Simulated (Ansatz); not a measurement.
Consider HfO$_{2}$ (space group P4_2/nmc, No. 137; a = 3.6048 Å, c = 5.2650 Å). Axes: x, y, z lie along a, b, c of the conventional cell.

All numbers come from PBE (Ansatz, a quantum-chemistry and plane-wave program; PAW; 420 eV plane waves; spin-orbit coupling left out), earlier PAW set.

Before the change:

The smallest direct gap comes out as 4.73 eV and the band gap is 4.67 eV.

Modification: uniaxial stress, 8 GPa tension along z, with the cell and atoms free to relax against it.

Problem. How does this affect the smallest direct gap, band gap and mean lateral Poisson ratio?

Solution. The smallest direct gap increases by 0.05 eV (4.73 eV → 4.78 eV); the band gap rises by 0.07 eV, from 4.67 eV to 4.74 eV; the mean lateral Poisson ratio amounts to 0.09.

With Hf present, leaving out spin-orbit coupling can change the band edges. Load acts through the strain it causes; cell and atoms are relaxed under it. Beyond what the load breaks, stability against distortions was not tested. This is not the structure that HfO2 has at room temperature and ambient pressure.
